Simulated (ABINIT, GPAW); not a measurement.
A GPAW input for a self-consistent single point of SiO2 (P4_2/mnm, 6 atoms in the cell) (DFT PBE, plane waves, GPAW PAW datasets PBE (gpaw-data 1.0.1)):

```python
from ase import Atoms
from ase.units import GPa
from gpaw import GPAW, PW, FermiDirac

atoms = Atoms(['Si', 'Si', 'O', 'O', 'O', 'O'],
              cell=[[4.222218, 0.000000, 0.000000],
                    [0.000000, 4.222218, 0.000000],
                    [0.000000, 0.000000, 2.696967]],
              scaled_positions=[[0.000000, 0.000000, 0.000000],
                                [0.500000, 0.500000, 0.500000],
                                [0.306000, 0.306000, 0.000000],
                                [0.806000, 0.194000, 0.500000],
                                [0.194000, 0.806000, 0.500000],
                                [0.694000, 0.694000, 0.000000]],
              pbc=True)

calc = GPAW(mode=PW(950),
            xc='PBE',
            kpts={'size': (5, 5, 8), 'gamma': True},
            occupations=FermiDirac(0.05),
            nbands=-6,
            convergence={'bands': -4},
            symmetry={'symmorphic': False, 'tolerance': 0.0005},
            maxiter=150,
            txt='-')

atoms.calc = calc

energy = atoms.get_potential_energy()
print('Energy (eV):', round(energy, 6))
forces = atoms.get_forces()
print('Forces (eV/Ang):')
print(forces.round(5))
stress = atoms.get_stress()
print('Stress (GPa, Voigt):', (stress / GPa).round(4))
```

### Question
Give the ABINIT input for the same structure, mesh, smearing and functional.

### Answer
This is the input that was run; spellings and numerical settings could be chosen otherwise.

```
# SiO2, PseudoDojo nc-sr-05 PBE standard
pp_dirpath "./"
pseudos "Si.upf, O.upf"
acell 3*1.0
rprim
         7.9788356585    0.0000000000    0.0000000000
         0.0000000000    7.9788356585    0.0000000000
         0.0000000000    0.0000000000    5.0965289972
natom 6
ntypat 2
znucl 14 8
typat 1 1 2 2 2 2
xcart
         0.0000000000    0.0000000000    0.0000000000
         2.1111090000    2.1111090000    1.3484835000
         1.2919987080    1.2919987080    0.0000000000
         3.4031077080    0.8191102920    1.3484835000
         0.8191102920    3.4031077080    1.3484835000
         2.9302192920    2.9302192920    0.0000000000
      Angstrom
ecut 42
occopt 3
tsmear 0.00183747
nband 22
kptopt 1
ngkpt 5 5 8
nshiftk 1
shiftk 0 0 0
nstep 100
toldfe 1.0e-09
prtwf 0
prtden 0
```

Basis, cutoffs, solver keys and any potentials are the target program's own. This input uses DFT, PBE, plane waves, norm-conserving pseudopotentials (PseudoDojo nc-sr-05 PBE standard).

The starting cell has typed, rounded lattice constants, without a prior relaxation at this level. Its lattice was rescaled by a random factor within 2.5 % of one.
